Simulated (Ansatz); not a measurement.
An Ansatz (a first-principles code) input (plane-wave PAW DFT at the r2SCAN level (Ansatz, 500 eV), no SOC):

Ansatz 0.2 input:
```yaml
crystal:
  lattice:
    - [3.8888930513, 0, 0]
    - [0, 3.8888930513, 0]
    - [1.9444465257, -1.9444465257, 2.7293412849]
  atoms:
    - { symbol: Mg, position: [0, 0, 0] }
    - { symbol: Se, position: [0.5, 0.5, 0] }
basis: { ecutwfc: 500, ecutrho_ratio: 4, xc_grid: 4, fft_grid_basis: typed }
kpoints: { mp_grid: { grid: [10, 10, 10] } }
hamiltonian:
  xc: r2scan
  dispersion: none
  pseudopotentials: { kind: paw }
scf: { occupations: { method: fermi_dirac, width: 0.05 } }
relax: { f_tol: 0.005, max_steps: 50, cell: { stress_tol: 0.01, fix: [a, b, gamma] } }
output: { forces: true, stress: true }
checkpoint: { write: state.ck, write_every: 1000 }
```

**Question.** Which symmetry and how many k-points will the program report, and about how many plane waves at Γ?

**Answer.** Space group I4/mmm (ITA 139) with 16 operations, k-points 102 of 1000, and 1057 plane waves at Γ.

**Question.** And the final pressure?

**Answer.** -0.45 GPa (compression positive).

The cells carry an imposed strain or load. Stability against distortions was not tested. The cell was made from MgSe in the rock salt structure (space group Fm-3m, No. 225) by this change: biaxial strain +0.50 %, plane normal [001], relaxed out of plane.
